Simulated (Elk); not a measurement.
## Worked example: self-consistent single point of PdAu₃ (Pm-3m, 4 atoms in the cell) in Elk

Method: PBEsol, all-electron FP-LAPW, Elk's shipped species files, APW+lo basis with extra local orbitals (Elk).

Input as run:

```
tasks
  0

xctype
  22

tforce
  .true.

rgkmax
  8.0

gmaxvr
  18.0

lmaxapw
  10

lmaxo
  8

nxlo
  2

lorbcnd
  .true.

lradstp
  2

nrmtscf
  2.0

lmaxi
  4

stype
  0

swidth
  0.00999582

maxscl
  100

avec
    7.6932262314    0.0000000000    0.0000000000
    0.0000000000    7.6932262314    0.0000000000
    0.0000000000    0.0000000000    7.6932262314

atoms
  2
  'Pd.in'
  1
  0.0000000000  0.0000000000  0.0000000000    0.0 0.0 0.0
  'Au.in'
  3
  0.0000000000  0.5000000000  0.5000000000    0.0 0.0 0.0
  0.5000000000  0.0000000000  0.5000000000    0.0 0.0 0.0
  0.5000000000  0.5000000000  0.0000000000    0.0 0.0 0.0

ngridk
  11 11 11
```

Output (repeated stretches shortened):

```
│ Elk code version 10.2.4 │

All units are atomic (Hartree, Bohr, etc.)

│ Ground-state run starting from atomic densities │

Lattice vectors :
   7.693226231       0.000000000       0.000000000
   0.000000000       7.693226231       0.000000000
   0.000000000       0.000000000       7.693226231

Unit cell volume      :    455.3292094
Brillouin zone volume :   0.5447711421

Muffin-tin inner radius fraction :   0.1000000000E-01

Nuclei treated as point charges

Species :    1 (Pd)
 parameters loaded from : Pd.in
 name : palladium
 nuclear charge    :   -46.00000000
 electronic charge :    46.00000000
 atomic mass :    193991.7925
 muffin-tin radius :    2.600000000
 number of radial points in muffin-tin :    999
 atomic positions (lattice), magnetic fields (Cartesian) :
   1 :   0.00000000  0.00000000  0.00000000    0.00000000  0.00000000  0.00000000

Species :    2 (Au)
 parameters loaded from : Au.in
 name : gold
 nuclear charge    :   -79.00000000
 electronic charge :    79.00000000
 atomic mass :    359048.0559
 muffin-tin radius :    2.694966219
 number of radial points in muffin-tin :   1399
 atomic positions (lattice), magnetic fields (Cartesian) :
   1 :   0.00000000  0.50000000  0.50000000    0.00000000  0.00000000  0.00000000
   2 :   0.50000000  0.00000000  0.50000000    0.00000000  0.00000000  0.00000000
   3 :   0.50000000  0.50000000  0.00000000    0.00000000  0.00000000  0.00000000

Total number of atoms per unit cell :    4

Spin treatment :
 spin-unpolarised

Number of Bravais lattice symmetries :   48
Number of crystal symmetries         :   48
Crystal has inversion symmetry
Real symmetric eigensolver will be used

k-point grid :     11    11    11
k-point offset :    0.000000000       0.000000000       0.000000000
k-point set is reduced with full crystal symmetry group
Total number of k-points :       56

Muffin-tin radius times maximum |G+k| :    8.000000000
 using average radius
   [... lines left out ...]
Maximum |G| for potential and density :    18.00000000
 potential will be trimmed for |G| > 2 gkmax
Constant for pseudocharge density :   12
Radial integration step length :    2

G-vector grid sizes :     45    45    45
Number of G-vectors :    44713

Maximum angular momentum used for
 APW functions                      :   10
 outer part of muffin-tin           :    8
 inner part of muffin-tin           :    4

Total nuclear charge    :   -283.0000000
Total core charge       :    172.0000000
Total valence charge    :    111.0000000
Total excess charge     :    0.000000000
Total electronic charge :    283.0000000

Effective Wigner radius, rₛ :   0.7269147625

Number of empty states         :   16
Total number of valence states :   72
Total number of core states    :  172

Conduction state local-orbitals added automatically
Total number of local-orbitals :  511

Exchange-correlation functional :     22     0     0
 PBEsol, Phys. Rev. Lett. 100, 136406 (2008)
 gradient requirement :    1
 generalised gradient approximation (GGA)

Smearing type :    0
 Gaussian
Smearing width :   0.9995820000E-02
Effective electronic temperature (K) :    3156.430308

Mixing type :    3
 Broyden mixing, J. Phys. A: Math. Gen. 17, L317 (1984)

Kohn-Sham potential initialised from atomic data
│ Self-consistent loop started │
│ Loop number : 1 │
 total energy                :     -62146.5505960
│ Loop number : 2 │
 total energy                :     -62156.0475540
RMS change in Kohn-Sham potential (target) :   0.2219508068     (  0.1000000000E-05)
Absolute change in total energy (target)   :    9.496958050     (  0.1000000000E-03)
│ Loop number : 3 │
 total energy                :     -62161.4732268
RMS change in Kohn-Sham potential (target) :   0.1918649650     (  0.1000000000E-05)
Absolute change in total energy (target)   :    7.799912330     (  0.1000000000E-03)
│ Loop number : 4 │
 total energy                :     -62162.8290425
RMS change in Kohn-Sham potential (target) :   0.1650356979     (  0.1000000000E-05)
Absolute change in total energy (target)   :    3.305793754     (  0.1000000000E-03)
│ Loop number : 5 │
 total energy                :     -62167.1120710
RMS change in Kohn-Sham potential (target) :   0.1127026878     (  0.1000000000E-05)
Absolute change in total energy (target)   :    5.109476935     (  0.1000000000E-03)
   [... lines left out ...]
Absolute change in total energy (target)   :   0.6951729709E-02 (  0.1000000000E-03)
│ Loop number : 17 │
 total energy                :     -62172.6650745
RMS change in Kohn-Sham potential (target) :   0.1083819261E-05 (  0.1000000000E-05)
Absolute change in total energy (target)   :   0.1640412884E-02 (  0.1000000000E-03)
│ Loop number : 18 │
 total energy                :     -62172.6651879
RMS change in Kohn-Sham potential (target) :   0.3645694972E-06 (  0.1000000000E-05)
Absolute change in total energy (target)   :   0.2966894099E-03 (  0.1000000000E-03)
│ Loop number : 19 │
 total energy                :     -62172.6651259
RMS change in Kohn-Sham potential (target) :   0.1490586176E-06 (  0.1000000000E-05)
Absolute change in total energy (target)   :   0.1362008406E-03 (  0.1000000000E-03)
│ Loop number : 20 │
 total energy                :     -62172.6650744
RMS change in Kohn-Sham potential (target) :   0.2741935961E-07 (  0.1000000000E-05)
Absolute change in total energy (target)   :   0.8552841609E-04 (  0.1000000000E-03)
Convergence targets achieved

│ Loop number : 21 │

Energies :
 Fermi                       :     0.302398310312
 sum of eigenvalues          :     -38150.0467297
 electron kinetic            :      70905.9350516
 core electron kinetic       :      68080.5205961
 Coulomb                     :     -131856.177487
 Coulomb potential           :     -107446.194775
 nuclear-nuclear             :     -4675.02816366
 electron-nuclear            :     -146916.103872
 Hartree                     :      19734.9545489
 Madelung                    :     -78133.0800998
 xc potential                :     -1609.78700669
 exchange                    :     -1203.32953630
 correlation                 :     -19.0930889267
 total energy                :     -62172.6650607

Density of states at Fermi energy :    40.90858353
 (states/Hartree/unit cell)

Estimated indirect band gap :   0.2551305630E-02
 from k-point      3 to k-point     54
Estimated direct band gap   :   0.1273911023E-01
 at k-point     21

Charges :
 core                        :    172.0000000
 valence                     :    111.0000000
 interstitial                :    3.816377548
 muffin-tins (core leakage)
  species :    1 (Pd)
   atom    1                 :    45.08109015     (  0.3830049167E-08)
  species :    2 (Au)
   atom    1                 :    78.03417743     (  0.1738977928E-03)
   atom    2                 :    78.03417743     (  0.1738977928E-03)
   atom    3                 :    78.03417743     (  0.1738977928E-03)
 total in muffin-tins        :    279.1836225
 total calculated charge     :    282.9990650
 total charge                :    283.0000000
 error                       :   0.9350042744E-03

│ Self-consistent loop stopped │

Forces :
 species :    1 (Pd)
  atom :    1
   Hellmann-Feynman          :    -0.00000000    0.00000000    0.00000000
   IBS                       :     0.00000000    0.00000000    0.00000000
   total force               :    -0.00000000    0.00000000    0.00000000
   total magnitude           :     0.00000000
 species :    2 (Au)
  atom :    1
   Hellmann-Feynman          :     0.00000000    0.00000000    0.00000000
   IBS                       :    -0.00000000   -0.00000000    0.00000000
   total force               :    -0.00000000    0.00000000    0.00000000
   total magnitude           :     0.00000000
  atom :    2
   Hellmann-Feynman          :     0.00000000    0.00000000    0.00000000
   IBS                       :    -0.00000000    0.00000000    0.00000000
   total force               :     0.00000000    0.00000000    0.00000000
   total magnitude           :     0.00000000
  atom :    3
   Hellmann-Feynman          :     0.00000000    0.00000000    0.00000000
   IBS                       :    -0.00000000    0.00000000    0.00000000
   total force               :     0.00000000    0.00000000    0.00000000
   total magnitude           :     0.00000000
```

The run converged in 21 iterations. The count includes the last loop, which Elk runs after its targets are met.

The starting cell comes from a database of computed structures (which also holds hypothetical and non-ambient phases and stackings), without a prior relaxation at this level. Spin-orbit coupling is off. Spin polarisation is off. Values depend on the basis (sphere radii, cutoffs, local orbitals), which need not be converged. The log's line on a gap gives a spacing of levels on this mesh, which the program prints for metals too.

Cost on one core of a shared machine: roughly 6 min.
